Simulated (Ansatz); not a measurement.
Consider the energy of the reaction as written. Reaction: 2 cell B → cell A. A negative value means that the right-hand side lies lower.

Cell A: a slab of TiO2 (rutile, P4₂/mnm) cut along (110), 72 atoms, rectangular cell of 5.93 × 6.57 Å (38.9 Å²), symmetry P2/m within 0.02 Å, 19.0 Å thick under 16 Å of vacuum, in-plane vectors held at the crystal's; planes from bottom to top: H | H3O2 | O2 | Ti4O4 | O2 × 2 | Ti4O4 | O2 × 2 | Ti4O4 | O2 × 2 | Ti4O4 | O2 × 2 | Ti4O4 | O2 | H3O2 | H; added, foreign or displaced atoms, above the top plane and below the bottom plane and within the planes: two times H bound to 1 O at 0.98 Å; two times H bound to 1 O at 0.96 Å; four times H bound to 1 O at 0.97 Å; spin state with PBE: run without spin, k-point mesh 4×4×1.
```xyz
72
Lattice="5.9277 0.0000 0.0000 0.0000 6.5666 0.0000 0.0000 0.0000 34.7692" Properties=species:S:1:pos:R:3 pbc="T T T"
Ti     0.0000     3.3360    10.9304
Ti     1.3969     0.0405    10.7514
O      0.0000    -0.0624    12.0375
O      1.4553     4.5303    10.6678
O      0.0000     0.0864     9.5130
O      1.5131     1.9683    10.8106
Ti     0.0000    -0.0058    14.2154
Ti     1.5198     3.2809    14.0964
O      0.0000     3.2707    15.3691
O      1.4807     1.2724    14.0551
O      0.0000     3.2982    12.7773
O      1.4783     5.2826    14.0919
Ti     0.0000     3.2833    17.3846
Ti     1.5420     0.0000    17.3846
O      0.0000    -0.0086    18.6734
O      1.4852     4.5614    17.3771
O      0.0000     0.0086    16.0958
O      1.4852     2.0052    17.3921
Ti     0.0000     0.0058    20.5538
Ti     1.5198     3.2857    20.6728
O      0.0000     3.2684    21.9919
O      1.4783     1.2839    20.6773
O      0.0000     3.2959    19.4001
O      1.4807     5.2942    20.7140
Ti     0.0000     3.2306    23.8388
Ti     1.3969    -0.0405    24.0177
O      0.0000    -0.0864    25.2562
O      1.5131     4.5983    23.9586
O      0.0000     0.0624    22.7316
O      1.4553     2.0363    24.1014
Ti     2.9639     3.2556    10.5737
Ti     4.5308     0.0405    10.7514
O      2.9639    -0.0548    12.0401
O      4.4724     4.5303    10.6678
O      2.9639    -0.0100     9.3895
O      4.4146     1.9683    10.8106
Ti     2.9639    -0.0092    13.9111
Ti     4.4080     3.2809    14.0964
O      2.9639     3.2681    15.3809
O      4.4470     1.2724    14.0551
O      2.9639     3.3053    12.8383
O      4.4494     5.2826    14.0919
Ti     2.9639     3.2833    17.3846
Ti     4.3857     0.0000    17.3846
O      2.9639    -0.0059    18.6533
O      4.4425     4.5614    17.3771
O      2.9639     0.0059    16.1159
O      4.4425     2.0052    17.3921
Ti     2.9639     0.0092    20.8581
Ti     4.4080     3.2857    20.6728
O      2.9639     3.2613    21.9308
O      4.4494     1.2839    20.6773
O      2.9639     3.2985    19.3883
O      4.4470     5.2942    20.7140
Ti     2.9639     3.3110    24.1955
Ti     4.5308    -0.0405    24.0177
O      2.9639     0.0100    25.3797
O      4.4146     4.5983    23.9586
O      2.9639     0.0548    22.7291
O      4.4724     2.0363    24.1014
O      0.0000     3.7762    26.0171
H      0.0000     4.7521    26.1379
H      0.0000     3.3107    26.8622
O      2.9639     3.3704    26.0451
H      2.9639     4.2802    26.3924
H      2.9639     0.7893    25.9627
O      0.0000     2.7904     8.7521
H      0.0000     1.8145     8.6313
H      0.0000     3.2559     7.9070
O      2.9639     3.1962     8.7241
H      2.9639     2.2864     8.3768
H      2.9639     5.7773     8.8065
```

Cell B: a slab of TiO2 (rutile, P4₂/mnm) cut along (110), 36 atoms, rectangular cell of 2.96 × 6.57 Å (19.5 Å²), symmetry Pmmm within 0.02 Å, 18.5 Å thick under 16 Å of vacuum, in-plane vectors held at the crystal's; planes from bottom to top: H2 | O × 2 | Ti2O2 | O × 2 | Ti2O2 | O × 2 | Ti2O2 | O × 2 | Ti2O2 | O × 2 | Ti2O2 | O × 2 | H2; added, foreign or displaced atoms, above the top plane and below the bottom plane: four times H bound to 1 O at 0.97 Å; spin state with PBE: run without spin, k-point mesh 7×4×1.
```yaml
crystal:
  lattice:
    - [2.96387, 0.00000, 0.00000]
    - [0.00000, 6.56659, 0.00000]
    - [0.00000, 0.00000, 34.76919]
  atoms:
    - { symbol: Ti, position: [0.00000, 0.50000, 0.31501] }
    - { symbol: Ti, position: [0.50000, 0.00000, 0.30657] }
    - { symbol: O, position: [0.00000, 0.00000, 0.34799] }
    - { symbol: O, position: [0.50000, 0.69108, 0.30876] }
    - { symbol: O, position: [0.00000, 0.00000, 0.27377] }
    - { symbol: O, position: [0.50000, 0.30892, 0.30876] }
    - { symbol: Ti, position: [0.00000, 0.00000, 0.40262] }
    - { symbol: Ti, position: [0.50000, 0.50000, 0.40719] }
    - { symbol: O, position: [0.00000, 0.50000, 0.44201] }
    - { symbol: O, position: [0.50000, 0.19859, 0.40519] }
    - { symbol: O, position: [0.00000, 0.50000, 0.36830] }
    - { symbol: O, position: [0.50000, 0.80141, 0.40519] }
    - { symbol: Ti, position: [0.00000, 0.50000, 0.50000] }
    - { symbol: Ti, position: [0.50000, 0.00000, 0.50000] }
    - { symbol: O, position: [0.00000, 0.00000, 0.53690] }
    - { symbol: O, position: [0.50000, 0.69174, 0.50000] }
    - { symbol: O, position: [0.00000, 0.00000, 0.46310] }
    - { symbol: O, position: [0.50000, 0.30826, 0.50000] }
    - { symbol: Ti, position: [0.00000, 0.00000, 0.59738] }
    - { symbol: Ti, position: [0.50000, 0.50000, 0.59281] }
    - { symbol: O, position: [0.00000, 0.50000, 0.63170] }
    - { symbol: O, position: [0.50000, 0.19859, 0.59481] }
    - { symbol: O, position: [0.00000, 0.50000, 0.55799] }
    - { symbol: O, position: [0.50000, 0.80141, 0.59481] }
    - { symbol: Ti, position: [0.00000, 0.50000, 0.68499] }
    - { symbol: Ti, position: [0.50000, 0.00000, 0.69343] }
    - { symbol: O, position: [0.00000, 0.00000, 0.72623] }
    - { symbol: O, position: [0.50000, 0.69108, 0.69124] }
    - { symbol: O, position: [0.00000, 0.00000, 0.65201] }
    - { symbol: O, position: [0.50000, 0.30892, 0.69124] }
    - { symbol: O, position: [0.00000, 0.50000, 0.75082] }
    - { symbol: H, position: [0.00000, 0.62231, 0.76632] }
    - { symbol: H, position: [0.00000, 0.37769, 0.76632] }
    - { symbol: O, position: [0.00000, 0.50000, 0.24918] }
    - { symbol: H, position: [0.00000, 0.37769, 0.23368] }
    - { symbol: H, position: [0.00000, 0.62231, 0.23368] }
```

All numbers come from Ansatz (a quantum-chemistry and plane-wave program), plane waves with PAW, its default PAW set, cutoff 420 eV, 500 eV for r2SCAN. The structures are at rest with PBE, within the held lattices; other levels are single points on them. HSE06 runs on coarser k-point meshes, mended by the PBE difference between the two meshes. Neutral cells; Fermi-Dirac smearing of at most 0.05 eV in the solids, energies taken to zero width. The lattices are those relaxed with PBE, so at other levels the solids can be strained, which adds to the spread. Larger cells are relaxed from a start prepared with the learned potential CHGNet, on a coarser mesh till forces fall under 0.03 eV/Å, which some starts already meet. A dispersion term (D3(BJ), or D4 for r2SCAN) was computed beside these levels and is taken off wherever the name lacks it. Nuclei at rest; no vibrational terms. The structures are the rest points that the relaxations reached, not proven lowest. No correction for cell size. The cells' k-point meshes differ in density, so the last digit is unsettled. Cell A has symmetry P2/m within 0.02 Å and got no random move, so less symmetric positions, which may lie lower, weren't tried. Cell B has symmetry Pmmm within 0.02 Å and got no random move, so less symmetric positions, which may lie lower, weren't tried.

Problem. Give the value at the level PBE.

Solution. -0.62 eV, for 2 cell B → cell A.

Problem. What do the other levels give, and how wide is the spread?

Solution. 
```csv
Functional,value (eV),less PBE
r2SCAN,-0.67,-0.05
HSE06,-0.69,-0.07
```

The levels shown span only 0.07 eV, too little to tell them apart.
